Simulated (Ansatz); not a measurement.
**Li under a change: Rb on a Li site, symmetric start**

Consider a 12-atom supercell of Li in the bcc (W type) structure (space group Im-3m, No. 229; a = 3.4775 Å) at its relaxed geometry.

One thing is altered: a neutral Rb on a Li site, symmetric start, atoms relaxed at fixed cell.

Method: r2SCAN/PAW in Ansatz (a program for electronic structure), scalar-relativistic without spin-orbit coupling. k-mesh 6×6×5 (Γ-centred); smearing 0.05 eV (Fermi–Dirac).

```json
[
 {"quantity": "pressure", "base": "0.0 GPa", "changed": "2.6 GPa", "shift": "+2.6 GPa"},
 {"quantity": "largest displacement of a host atom from its site in the perfect cell", "base": "–", "changed": "0.28 Å", "shift": "–"},
 {"quantity": "mean distance from the defect site to its nearest host atoms", "base": "3.01 Å", "changed": "3.16 Å", "shift": "+0.145 Å"}
]
```

Final structure:

```
RbLi11
1.0
   -3.47745     3.47745     3.47745
    3.47745    -3.47745     3.47745
    5.21618     5.21618    -1.73873
Rb Li
1 11
Direct
  0.00000   0.00000   0.00000
  0.00000   0.50000   0.00000
  0.50000   0.00000   0.00000
  0.50000   0.50000   0.00000
  0.36496   0.36496   0.33738
  0.18153   0.18153   0.63492
  0.34258   0.83319   0.34481
  0.16681   0.65742   0.65519
  0.83319   0.34258   0.34481
  0.65742   0.16681   0.65519
  0.81847   0.81847   0.36508
  0.63504   0.63504   0.66262
```

Cost of the whole job for the changed cell (relaxation, final SCF and bands): roughly 3 core-minutes.

In so small a cell the defect repeats every few ångströms: this is an ordered compound, not a dilute defect. The defect started on the symmetric site and kept its symmetry, so it may sit on a saddle. The defect cell is not spin-polarised.
